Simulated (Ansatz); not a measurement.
Fluorite CoSi2, treated with LDA (Ansatz, a program for electronic structure, PAW).

Settings: plane-wave cutoff 520 eV, 22×22×22 k mesh, Fermi–Dirac smearing 0.07 eV (set by the program), no spin polarisation, scalar-relativistic PAW data made under PBE.

Computed at the level's own relaxed cell.

```yaml
crystal:
  lattice:
    - [0.00000, 2.63689, 2.63689]
    - [2.63689, 0.00000, 2.63689]
    - [2.63689, 2.63689, 0.00000]
  atoms:
    - { symbol: Co, position: [0.00000, 0.00000, 0.00000] }
    - { symbol: Si, position: [0.25000, 0.25000, 0.25000] }
    - { symbol: Si, position: [0.75000, 0.75000, 0.75000] }
```

Task: Give the elastic tensor (Voigt notation, GPa, ions relaxed, in the Cartesian axes of the cell as printed).

Result: 
```
  276.5   167.0   167.0     0.0     0.0     0.0
  167.0   276.5   167.0     0.0     0.0     0.0
  167.0   167.0   276.5     0.0     0.0     0.0
    0.0     0.0     0.0   100.7     0.0     0.0
    0.0     0.0     0.0     0.0   100.7     0.0
    0.0     0.0     0.0     0.0     0.0   100.7
```

The computed numbers hold no vibrational or temperature effects.
